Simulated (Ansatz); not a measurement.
We consider hcp Gd, described by PBE (PAW; Ansatz, an electronic-structure program).

Numerical settings: plane-wave cutoff 520 eV, 18×18×10 k mesh (along the axes of the cell as run), Fermi–Dirac smearing 0.05 eV, spin-polarised with parallel moments, scalar-relativistic PAW data made under PBE.

Cell (measured lattice):

```cif
data_Gd2
_chemical_formula_sum 'Gd2'
_space_group_name_H-M_alt 'P 1'
_space_group_IT_number 1
_cell_length_a 3.63370
_cell_length_b 3.63370
_cell_length_c 5.78210
_cell_angle_alpha 90.000
_cell_angle_beta 90.000
_cell_angle_gamma 120.000
loop_
_space_group_symop_operation_xyz
  'x, y, z'
loop_
_atom_site_label
_atom_site_type_symbol
_atom_site_fract_x
_atom_site_fract_y
_atom_site_fract_z
_atom_site_occupancy
Gd1 Gd 0.33333 0.66667 0.25000 1
Gd2 Gd 0.66667 0.33333 0.75000 1
```
Starting moments (μB, in the order of the record's atoms Gd Gd): 7.0 7.0.

Question: Estimate the magnetic moment per atom (the cell's total over its atoms) that the calculation returns.

Answer: 
* **magnetic moment per atom (the cell's total over its atoms)**: 7.66 μB

The run finds no gap.

Note: the 4f shell is treated without U or exact exchange, so its levels and filling can be wrong; the collinear magnetic order is the start's and need not be the measured one; cell and atoms aren't relaxed at this level (pressure 0.6 GPa).

Moments are spin moments.

Spin–orbit coupling is not included.

Static lattice: no zero-point or thermal effects.

It cost roughly 80 core-seconds of CPU time.
